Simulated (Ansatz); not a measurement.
System: CsCl-type RuAl. Method: PBEsol (Ansatz, a quantum-chemistry and plane-wave program, plane waves, PAW).

Numerical settings: plane-wave cutoff 520 eV, 18×18×18 k mesh, Fermi–Dirac smearing 0.05 eV, no spin polarisation, scalar-relativistic PAW data made under PBE.

Cell (relaxed at this level):

```cif
data_AlRu
_chemical_formula_sum 'Al1 Ru1'
_space_group_name_H-M_alt 'Pm-3m'
_space_group_IT_number 221
_space_group_name_Hall '-P 4 2 3'
_cell_length_a 2.97603
_cell_length_b 2.97603
_cell_length_c 2.97603
_cell_angle_alpha 90.000
_cell_angle_beta 90.000
_cell_angle_gamma 90.000
loop_
_atom_site_label
_atom_site_type_symbol
_atom_site_symmetry_multiplicity
_atom_site_Wyckoff_symbol
_atom_site_fract_x
_atom_site_fract_y
_atom_site_fract_z
_atom_site_occupancy
Al1 Al 1 b 0.50000 0.50000 0.50000 1
Ru1 Ru 1 a 0.00000 0.00000 0.00000 1
```

Give the computed bulk modulus and pressure derivative B′ of the bulk modulus.


* **bulk modulus**: 219 GPa
* **pressure derivative B′ of the bulk modulus**: 4.4

The run finds no gap.

Computed values are for the static lattice.
